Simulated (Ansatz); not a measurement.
Functionals compared on OH on the 1x1 (10-10) surface of wurtzite GaN (cut with top plane Ga + N), one in a 2x1 cell, started at the site 'top N', in Ansatz (plane waves, PAW). The structure was relaxed with PBE; the other rows are single points on it, each with its references at the same level. Cutoff 420 eV (500 eV for r2SCAN). The points keep PBE's geometry, so the relaxation of a polaron and the settling of charge on one site are left out.

Host crystal: wurtzite GaN, with a band gap (PBE, scalar-relativistic without spin-orbit coupling).

Slab: 34 atoms, 9.3 Å thick at the start under the adsorbate (thin: gaps and levels are the slab's own); k 3x4x1, smearing 0.01 eV, dipole-corrected; 16 atoms held, the rest relaxed; no symmetry held; spin-polarised, ending with about 0.8 μB a cell, a value that depends on the mesh; orders that need a larger cell were not tried, no spin-orbit, no U, no dispersion correction. The slab shows no gap over 0.04 eV on its mesh. It is one chosen start, not shown to be the lowest state of the adsorbate. These notes are the PBE run's. r2SCAN: The program's check for a lower electronic state was not made. Adsorption energies are against H2O(g) − ½ H2(g). A negative adsorption energy means that the adsorbate is more stable on the surface than in its reference.

```csv
functional,adsorption energy (eV)
PBE,2.17
RPBE,…
r2SCAN,2.17
```

Question: Complete the blanks.

Answer: 
- RPBE, adsorption energy (eV): 2.27

Ansatz is a quantum-chemistry and plane-wave program.
